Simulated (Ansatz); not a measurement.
Consider the following.

End structure of the (10-10) surface of hcp Y in its 1x1 cell, outermost plane spacing 1.06 Å in the ideal cut:

```
CELL_PARAMETERS angstrom
      3.65768     0.00000     0.00000
      0.00000     5.67587     0.00000
      0.00000     0.00000    27.00000
ATOMIC_POSITIONS crystal
  Y  0.50000 0.25000 0.30773
  Y  0.00000 0.75000 0.34801
  Y  0.00000 0.25000 0.41964
  Y  0.50000 0.75000 0.46025
  Y  0.50000 0.25000 0.53975
  Y  0.00000 0.75000 0.58036
  Y  0.00000 0.25000 0.65199
  Y  0.50000 0.75000 0.69227
```

Set-up: 8 atoms, 10.6 Å thick at the start; mesh 10x7x1; 0.1 eV smearing; dipole correction on; single point; on the structure that PBE left under its start's symmetry; no spin, no spin-orbit, no U.

Question: Predict the surface energy (mean of both faces) from r2SCAN, at the PBE geometry run with Ansatz (a quantum-chemistry and plane-wave program).

Answer: 1.04 J/m^2

Question: Predict the work function of the top face from r2SCAN, at the PBE geometry.

Answer: 3.33 eV
